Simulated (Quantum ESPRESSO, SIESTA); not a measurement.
A Quantum ESPRESSO input for a self-consistent single point of YN (Fm-3m, 2 atoms in the cell) (DFT, PBE, spin-orbit coupling, plane waves, PseudoDojo fully relativistic norm-conserving (PBE) pseudopotentials):

```fortran
&CONTROL
    calculation = 'scf'
    outdir = './tmp/'
    pseudo_dir = './'
    verbosity = 'high'
    tprnfor = .true.
    tstress = .true.
/
&SYSTEM
    ibrav = 2
    A = 4.9833920000
    nat = 2
    ntyp = 2
    ecutwfc = 85
    occupations = 'smearing'
    smearing = 'gauss'
    degauss = 0.019992
    noncolin = .true.
    lspinorb = .true.
/
&ELECTRONS
    conv_thr = 1.0d-10
    mixing_beta = 0.7
/
ATOMIC_SPECIES
Y     88.9058  Y.upf
N     14.0070  N.upf
ATOMIC_POSITIONS {crystal}
Y     0.0000000000    0.0000000000    0.0000000000
N     0.5000000000    0.5000000000    0.5000000000
K_POINTS {automatic}
6 6 6  0 0 0
```

Translate this input to SIESTA.

One input that does it (others would too):

```
# files in the folder: Y.psml N.psml (PseudoDojo PBE fully relativistic)
SystemName  YN
SystemLabel yn

NumberOfAtoms                2
NumberOfSpecies              2
%block ChemicalSpeciesLabel
  1 39 Y
  2 7 N
%endblock ChemicalSpeciesLabel
LatticeConstant              1.0 Ang
%block LatticeVectors
     0.000000000    2.491696000    2.491696000
     2.491696000    0.000000000    2.491696000
     2.491696000    2.491696000    0.000000000
%endblock LatticeVectors
AtomicCoordinatesFormat      Ang
%block AtomicCoordinatesAndAtomicSpecies
     0.000000000    0.000000000    0.000000000  1
     2.491696000    2.491696000    2.491696000  2
%endblock AtomicCoordinatesAndAtomicSpecies

XC.functional                GGA
XC.authors                   PBE
PAO.BasisSize                DZP
PAO.EnergyShift              0.005 Ry
MeshCutoff                   350 Ry
%block kgrid.MonkhorstPack
    6   0   0  0.0
    0   6   0  0.0
    0   0   6  0.0
%endblock kgrid.MonkhorstPack
OccupationFunction           MP
OccupationMPOrder            0
ElectronicTemperature        3156.43 K
Spin                         spin-orbit
%block DM.InitSpin
  1 0.00 0.00 0.00
  2 0.00 0.00 0.00
%endblock DM.InitSpin

MaxSCFIterations             150
SCF.Mixer.Method             Broyden
SCF.Mixer.Weight             0.2
SCF.Mixer.History            6
SCF.DM.Tolerance             1.0E-05
Diag.ParallelOverK           true
WriteForces                  true
```

Basis, cutoffs, solver keys and any potentials are the target program's own. This input uses DFT, GGA PBE with spin-orbit coupling, numerical atomic orbitals DZP, PseudoDojo PBE fully relativistic norm-conserving potentials (rewritten from UPF to PSML).

The starting cell comes from a database of computed structures (which also holds hypothetical and non-ambient phases and stackings), without a prior relaxation at this level. Its lattice was rescaled by a random factor within 2.5 % of one.
